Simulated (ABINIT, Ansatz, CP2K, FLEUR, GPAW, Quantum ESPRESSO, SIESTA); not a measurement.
# One structure in several programs: InSe (P6_3/mmc, 8 atoms in the cell)

Self-consistent single point, at a second geometry (lattice scaled by 0.98). First geometry:

```yaml
crystal:
  lattice:
    - [4.01344, 0.00000, 0.00000]
    - [-2.00672, 3.47574, 0.00000]
    - [0.00000, 0.00000, 17.30644]
  atoms:
    - { symbol: In, position: [0.33333, 0.66667, 0.33030] }
    - { symbol: In, position: [0.66667, 0.33333, 0.66970] }
    - { symbol: In, position: [0.66667, 0.33333, 0.83030] }
    - { symbol: In, position: [0.33333, 0.66667, 0.16970] }
    - { symbol: Se, position: [0.33333, 0.66667, 0.59732] }
    - { symbol: Se, position: [0.66667, 0.33333, 0.40268] }
    - { symbol: Se, position: [0.66667, 0.33333, 0.09732] }
    - { symbol: Se, position: [0.33333, 0.66667, 0.90268] }
```

Shared settings, as Ansatz (a program for electronic structure) writes them: kpoints.mp_grid.grid = 5 5 1; scf.occupations.method = fermi_dirac; scf.occupations.width = 0.05 eV. Potentials and cutoffs stand in the table.

```csv
code,model,ΔF from the first geometry (meV/atom),pressure (GPa),largest force (eV/Å),gap on the mesh (eV),cutoff
ABINIT,"PBE, PAW (JTH v2.0 PBE PAW)",50.4,6.11,0.900,0.749,40 Ry
FLEUR,"PBE, all-electron FLAPW (FLEUR), scalar-relativistic valence",54.4,–,0.945,0.775,Kmax 4.3 1/bohr
GPAW,"PBE, GPAW PAW datasets PBE (gpaw-data 1.0.1)",47.7,6.25,0.860,0.756,600 eV
CP2K,"PBE, GPW, DZVP-MOLOPT-PBE-GTH basis, GTH-PBE potentials (POTENTIAL_UZH)",57.0,7.23,1.022,0.723,grid 500 Ry
Ansatz,"PBE, default PAW files",50.4,6.50,0.886,0.763,default
Quantum ESPRESSO,"PBE, GBRV 1.5 ultrasoft (PBE) pseudopotentials",49.7,5.93,0.887,0.741,40 Ry
SIESTA,"GGA PBE, numerical atomic orbitals TZP, PseudoDojo PBE standard norm-conserving potentials (rewritten from UPF to PSML)",64.3,7.93,1.233,0.690,grid 400 Ry
```

For Quantum ESPRESSO (by 0.5 GPa) the energy change implies a higher mean pressure, against the two pressures, than for the other programs: a sign of finite-basis (Pulay) stress.

Size of the force on each atom (eV/Å): Sizes of forces hide their directions.

```tsv
code	In1	In2	In3	In4	Se5	Se6	Se7	Se8
ABINIT	0.450	0.450	0.450	0.450	0.900	0.900	0.900	0.900
FLEUR	0.484	0.484	0.484	0.484	0.945	0.945	0.945	0.945
GPAW	0.442	0.442	0.442	0.442	0.860	0.860	0.860	0.860
CP2K	0.505	0.505	0.507	0.507	1.022	1.022	1.022	1.022
Ansatz	0.422	0.422	0.422	0.422	0.886	0.886	0.886	0.886
Quantum ESPRESSO	0.434	0.434	0.434	0.434	0.887	0.887	0.887	0.887
SIESTA	0.702	0.702	0.702	0.702	1.233	1.233	1.233	1.233
```

A dash marks a value that a program does not give, or that is left out as unsure.

Gaps are read on the mesh.

The spread over the programs that give each value: ΔF from the first geometry within 16.6 meV/atom; pressure within 2.00 GPa; largest force within 0.373 eV/Å; gap on the mesh within 0.085 eV.

CP2K and SIESTA use small atom-centred bases, whose incompleteness enters pressures, forces and empty levels differently from a plane-wave cutoff. FLEUR treats all electrons, but the usual bases taken here (sphere radii, linearisation, local orbitals, empty states) were not tested for convergence, so the values are no reference for the others. Ansatz's pressure is given at a fixed set of plane waves, as the other plane-wave codes print theirs; with its correction for the finite basis it is 6.54 GPa. In the pressure, CP2K (by 1.05) and SIESTA (by 1.75) lie more than 1 GPa from the median of the plane-wave programs. In the force vectors, CP2K (by 0.136) and SIESTA (by 0.347) lie more than 0.08 eV/Å from the median of the plane-wave programs.

The starting cell comes from a database of computed structures (which also holds hypothetical and non-ambient phases and stackings), without a prior relaxation at this level. Its lattice was rescaled by a random factor within 2.5 % of one. For this run, on top of that: lattice scaled by 0.98.

Left out of this page: Elk (not drawn, or without a comparable value).

Keys are those of Ansatz 0.2.
